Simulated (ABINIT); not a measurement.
Input and output of a self-consistent single point for Pt3Ti (Pm-3m, 4 atoms in the cell) (ABINIT).

Level of theory: PBE, norm-conserving pseudopotentials (PseudoDojo nc-sr-05 PBE standard) (plane waves; ABINIT).

The change in words: lattice scaled by 0.98. Reference geometry:
```yaml
crystal:
  lattice:
    - [3.92000, 0.00000, 0.00000]
    - [0.00000, 3.92000, 0.00000]
    - [0.00000, 0.00000, 3.92000]
  atoms:
    - { symbol: Ti, position: [0.00000, 0.00000, 0.00000] }
    - { symbol: Pt, position: [0.00000, 0.50000, 0.50000] }
    - { symbol: Pt, position: [0.50000, 0.00000, 0.50000] }
    - { symbol: Pt, position: [0.50000, 0.50000, 0.00000] }
```

Reference input (self-consistent single point, DFT, PBE, plane waves, norm-conserving pseudopotentials (PseudoDojo nc-sr-05 PBE standard)): pseudos = [Ti.upf, Pt.upf]; ecut = 84 Ry; ixc = 11; occopt = 3; tsmear = 0.1 eV; ngkpt = 6 6 6; nshiftk = 1; shiftk = 0 0 0; potentials = PseudoDojo nc-sr-05 PBE standard; nband = 42; kptopt = 1; nstep = 100. This run's input differs from it in these lines:

```diff
@@ -5,5 +5,5 @@
 rprim
-         3.9200000000    0.0000000000    0.0000000000
-         0.0000000000    3.9200000000    0.0000000000
-         0.0000000000    0.0000000000    3.9200000000
+         3.8416000000    0.0000000000    0.0000000000
+         0.0000000000    3.8416000000    0.0000000000
+         0.0000000000    0.0000000000    3.8416000000
 natom 4
@@ -14,5 +14,5 @@
          0.0000000000    0.0000000000    0.0000000000
-         0.0000000000    3.7038632043    3.7038632043
-         3.7038632043    0.0000000000    3.7038632043
-         3.7038632043    3.7038632043    0.0000000000
+         0.0000000000    3.6297859402    3.6297859402
+         3.6297859402    0.0000000000    3.6297859402
+         3.6297859402    3.6297859402    0.0000000000
 ecut 84 Ry
```

Output, abridged:

```
--- !BeginCycle
solver: {iscf: 7, nstep: 100, nline: 4, wfoptalg: 0, }
tolerances: {tolvrs: 1.00E-12, }
...

     iter   Etot(hartree)      deltaE(h)  residm     vres2
 ETOT  1  -450.56196502039    -4.506E+02 3.685E-01 2.255E+03
 ETOT  2  -450.03776199374     5.242E-01 5.580E-02 8.419E+03
 ETOT  3  -451.21350239844    -1.176E+00 2.318E-02 2.214E+02
 ETOT  4  -451.24781536923    -3.431E-02 1.879E-02 1.464E+00
 ETOT  5  -451.24731205645     5.033E-04 6.687E-03 5.049E+00
   [... 3 lines left out ...]
 ETOT  9  -451.24806928222    -5.753E-09 1.711E-02 2.634E-07
 ETOT 10  -451.24806928226    -4.127E-11 7.939E-03 2.481E-09
 ETOT 11  -451.24806928225     9.209E-12 1.418E-03 3.393E-11
 ETOT 12  -451.24806928226    -1.694E-11 3.079E-04 3.244E-13
 At SCF step   12       vres2   =  3.24E-13 < tolvrs=  1.00E-12 =>converged.

 Cartesian components of stress tensor (hartree/bohr^3)
  sigma(1 1)= -7.87428361E-04  sigma(3 2)=  0.00000000E+00
  sigma(2 2)= -7.87428361E-04  sigma(3 1)=  0.00000000E+00
  sigma(3 3)= -7.87428361E-04  sigma(2 1)=  0.00000000E+00

 ----iterations are completed or convergence reached----

 reduced coordinates (array xred) for    4 atoms
       0.000000000000      0.000000000000      0.000000000000
       0.000000000000      0.500000000000      0.500000000000
       0.500000000000      0.000000000000      0.500000000000
       0.500000000000      0.500000000000      0.000000000000
 cartesian forces (eV/Angstrom) at end:
    1     -0.00000000000000    -0.00000000000000    -0.00000000000000
   [... lines left out ...]
 Fermi (or HOMO) energy (hartree) =   0.63514   Average Vxc (hartree)=  -0.52932
 Fermi (or HOMO) energy (eV) =  17.28297   Average Vxc (eV)= -14.40340
   [... lines left out ...]
total_energy        : -4.51248069282264E+02
total_energy_eV     : -1.22790844293236E+04
band_energy         : -3.27637619440289E+01
...

-Cartesian components of stress tensor (GPa)         [Pressure=  2.3167E+01 GPa]
- sigma(1 1)= -2.31669383E+01  sigma(3 2)=  0.00000000E+00
- sigma(2 2)= -2.31669383E+01  sigma(3 1)=  0.00000000E+00
- sigma(3 3)= -2.31669383E+01  sigma(2 1)=  0.00000000E+00

 Calculation completed.
```

The run converged in 12 iterations. Against the reference run the free energy rises by 74.7 meV/atom and the pressure goes from 4.85 to 23.17 GPa.

The starting cell has typed, rounded lattice constants, without a prior relaxation at this level. For this run, on top of that: lattice scaled by 0.98. Spin polarisation is off. With a pressure of about 23 GPa the cell is away from its equilibrium volume at this level.

Cost on one core of a shared machine: roughly 2 min.
